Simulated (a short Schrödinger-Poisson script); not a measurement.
Stack: gated Al0.4Ga0.6As/GaAs δ-doped gas, at 77 K.

| layer | material | thickness (nm) | Na (cm⁻³) |
|---|---|---|---|
| 1 | Al0.4Ga0.6As | 8 | - |
| 2 | Al0.4Ga0.6As | 2 | - |
| 3 | GaAs | 6000 | 2e14 |

Constants are typed, rounded textbook-type inputs, not results; the design itself was drawn at random and stands for no fabricated device. Al0.4Ga0.6As: permittivity 11.76, conduction-band edge (eV) 0.316, gap (eV) 1.923, electron mass (mₑ) 0.1002, Nv at 300 K (cm⁻³) 9e18. GaAs: permittivity 12.9, conduction-band edge (eV) 0, gap (eV) 1.424, Nv at 300 K (cm⁻³) 9e18.

Channel valleys (confinement mass, in-plane density-of-states mass, number): Γ 0.067, 0.067, 1. At the gate the conduction-band edge of layer 1 lies 1.07 eV − eVg above the Fermi level of the channel; the field vanishes at the back. Sheet of ionised δ-doping: +2.5e12 e/cm² at 8 nm from the gate. The barrier under the gate holds no holes. Gaps are held at their typed values at every temperature. Mesh 0.08 nm at interfaces.

Solved with a short Schrödinger-Poisson script written for these runs: 1D Poisson equation in equilibrium, electrons quantum, Hartree plus LDA exchange-correlation (BenDaniel-Duke, 40 states a valley, the channel's in-plane mass for all, wave functions free to enter the barrier), parabolic valleys, classical holes, full ionisation, no traps, pinning or gate leakage.

The same stack at other levels of the model or other numerical settings:

```csv
run,sheet density of all electrons at Vg = 0.5 V (cm⁻²),capacitance at Vg = 0.5 V (μF/cm²),centroid of the channel electrons at Vg = 0.5 V (nm),rough cost against the base
base,1.33e11,0.548,10.35,about 1
"electrons treated as classical, Boltzmann",1.84e11,0.758,4.71,0.03
"electrons treated as classical, Fermi-Dirac",1.54e11,0.591,…,0.2
"electrons treated as quantum, Hartree",…,0.507,11.11,about 1
mesh six times as coarse,1.33e11,0.548,10.35,0.3
one subband a valley,1.31e11,0.547,…,0.3
```

Question: Complete the blanks.

Answer: 
- electrons treated as quantum, Hartree, sheet density of all electrons at Vg = 0.5 V (cm⁻²): 1.17e11
- electrons treated as classical, Fermi-Dirac, centroid of the channel electrons at Vg = 0.5 V (nm): 6.56
- one subband a valley, centroid of the channel electrons at Vg = 0.5 V (nm): 9.31

The classical rows ignore confinement, and Boltzmann statistics overrate the density once the band edge passes the Fermi level.
